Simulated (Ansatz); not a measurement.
The starting structures come from a database of crystals and need not be the phases stable at ambient conditions.

 Where the default PAW files enter, the runs use the earlier of Ansatz's two default sets.

The decay constant κ of evanescent states in the gap governs leakage through a thin film.

Data:

```
CELL_PARAMETERS angstrom
      3.24163     0.00000     0.00000
      0.00000     4.88322     0.00000
      1.62082     0.00000     2.86463
ATOMIC_POSITIONS crystal
  Mg 0.33333 0.99784 0.33333
  Mg 0.66667 0.49784 0.66667
  O  0.33333 0.59756 0.33333
  O  0.66667 0.09756 0.66667
```

Space group of this cell: Cmc2_1. The cell is strained (lengths across the current scaled by 0.98, ions clamped); by r2SCAN its mean pressure is 5.1 GPa.

Transport runs along the normal of the first two printed cell vectors.

No gap correction and no spin-orbit coupling; mid-gap values are interpolated between computed energies.

Q: Estimate the band gap and the smallest decay constant κ at mid-gap that Ansatz (an electronic-structure program) with r2SCAN returns for this system.

A: Gap 4.37 eV on a 10×6×10 mesh; κ = 0.350 1/Å, at the zone centre.
